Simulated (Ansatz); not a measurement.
## A constructed model of the (0001) surface of hcp Os, a pseudomorphic layer of Pd in the host's stacking (bottom of the slab: a bare face, its two planes held)

Level of theory: PBE (plane waves to 420 eV, PAW; Ansatz, a first-principles code).

Set-up: 7 atoms, 13.4 Å thick at the start; mesh 16x16x1; 0.1 eV smearing; dipole correction on; 2 atoms held, the rest relaxed; start symmetry kept, larger cells not searched; no spin, no spin-orbit, no U. It is one candidate, not shown to be the stable structure of the face.

The work function of the top face is 4.89 eV. The energy released by relaxation comes out as 0.18 eV and the cost comes out as about 2.8 core-minutes (a rough figure).
